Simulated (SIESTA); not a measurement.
SIESTA run on KCSN (Ima2, 8 atoms in the cell): self-consistent single point.

Method of the run: SIESTA 5.4.2 with GGA PBEsol, numerical atomic orbitals DZP, PseudoDojo PBEsol standard norm-conserving potentials (rewritten from UPF to PSML).

```yaml
crystal:
  lattice:
    - [-3.95524, 3.37948, 3.37539]
    - [3.95524, -3.37948, 3.37539]
    - [3.95524, 3.37948, -3.37539]
  atoms:
    - { symbol: K, position: [0.25026, 0.25026, 0.00000] }
    - { symbol: K, position: [0.25026, 0.75026, 0.50000] }
    - { symbol: C, position: [0.79613, 0.52330, 0.77283] }
    - { symbol: C, position: [0.75047, 0.02330, 0.22717] }
    - { symbol: S, position: [0.45207, 0.35165, 0.60042] }
    - { symbol: S, position: [0.75123, 0.85165, 0.39958] }
    - { symbol: N, position: [0.04459, 0.64900, 0.89559] }
    - { symbol: N, position: [0.75341, 0.14900, 0.10441] }
```

Reference input (self-consistent single point, DFT, LDA PW92, numerical atomic orbitals DZP, PseudoDojo LDA standard norm-conserving potentials (rewritten from UPF to PSML)): XC.functional = LDA; XC.authors = PW92; potentials = PseudoDojo LDA standard; PAO.BasisSize = DZP; PAO.EnergyShift = 0.005 Ry; MeshCutoff = 300 Ry; kgrid.MonkhorstPack = 4 4 4; OccupationFunction = FD; ElectronicTemperature = 10 K; MaxSCFIterations = 150; SCF.Mixer.Method = Broyden; SCF.Mixer.Weight = 0.25. This run's input differs from it in these lines:

```diff
@@ -1,2 +1,2 @@
-# files in the folder: K.psml C.psml S.psml N.psml (PseudoDojo LDA standard)
+# files in the folder: K.psml C.psml S.psml N.psml (PseudoDojo PBEsol standard)
 SystemName  KCSN
@@ -30,4 +30,4 @@
 
-XC.functional                LDA
-XC.authors                   PW92
+XC.functional                GGA
+XC.authors                   PBEsol
 PAO.BasisSize                DZP
```

Log, with long lists cut:

```
        iscf     Eharris(eV)        E_KS(eV)     FreeEng(eV)     dDmax    Ef(eV) dHmax(eV)
   scf:    1    -3112.007427    -3116.906996    -3116.906996  1.707953 -4.759270  9.408298
   scf:    2    -3121.962539    -3121.040337    -3121.040337  0.147478 -5.374044  1.591748
   scf:    3    -3121.368919    -3121.227050    -3121.227050  0.043099 -5.772335  0.821049
   scf:    4    -3121.341106    -3121.294142    -3121.294142  0.045420 -2.915986  0.181723
   scf:    5    -3121.300996    -3121.297958    -3121.297958  0.011832 -3.010490  0.048820
   [... 6 lines left out ...]
   scf:   12    -3121.298790    -3121.298790    -3121.298790  0.000034 -3.047159  0.000254
   scf:   13    -3121.298790    -3121.298790    -3121.298790  0.000021 -3.047095  0.000178
   scf:   14    -3121.298790    -3121.298790    -3121.298790  0.000015 -3.047057  0.000124
   scf:   15    -3121.298790    -3121.298790    -3121.298790  0.000009 -3.047041  0.000092
SCF Convergence by DM+H criterion
max |DM_out - DM_in|         :     0.0000092442
max |H_out - H_in|      (eV) :     0.0000920283
SCF cycle converged after 15 iterations

Using DM_out to compute the final energy and forces

siesta: E_KS(eV) =            -3121.2988

siesta: E_KS - E_eggbox =     -3121.2988

siesta: Atomic forces (eV/Ang):
     1   -0.000034    0.000035   -0.078865
     2   -0.000010    0.000014   -0.078865
     3   -0.000234   -1.375529   -1.368270
     4   -0.000011    1.375312   -1.368424
     5    0.000046   -0.552933   -0.554434
     6    0.000042    0.551552   -0.553205
     7    0.000014    1.899977    1.998433
     8   -0.000235   -1.897379    1.995583
   Tot   -0.000420    0.001049   -0.008047
   Max    1.998433
   Res    0.998961    sqrt( Sum f_i^2 / 3N )
   Max    1.998433    constrained

   [... lines left out ...]
siesta: FreeEng =     -3121.298790
   [... lines left out ...]
siesta:     0.001022    0.000004    0.000005
siesta:     0.000004   -0.019907   -0.000015
siesta:     0.000005   -0.000015   -0.019915

siesta: Cell volume =        180.470192 Ang**3

siesta: Pressure (static):
siesta:                Solid            Molecule  Units
siesta:           0.00014086          0.00029717  Ry/Bohr**3
siesta:           0.01293325          0.02728459  eV/Ang**3
siesta:          20.72134913         43.71473913  kBar
```

The run converged in 15 iterations. Against the reference run the pressure goes from -0.02 to 2.07 GPa, the largest force goes from 2.246 to 2.757 eV/Å and the gap on the mesh goes from 3.943 to 4.193 eV.

The starting cell comes from a database of computed structures (which also holds hypothetical and non-ambient phases and stackings), without a prior relaxation at this level. Values carry the incompleteness of an atom-centred basis. The basis of the alkali or alkaline-earth atoms may lack their empty d shell, which can raise the gap. Forces in this geometry exceed 1 eV/Å.

Cost on one core of a shared machine: roughly 70 s.
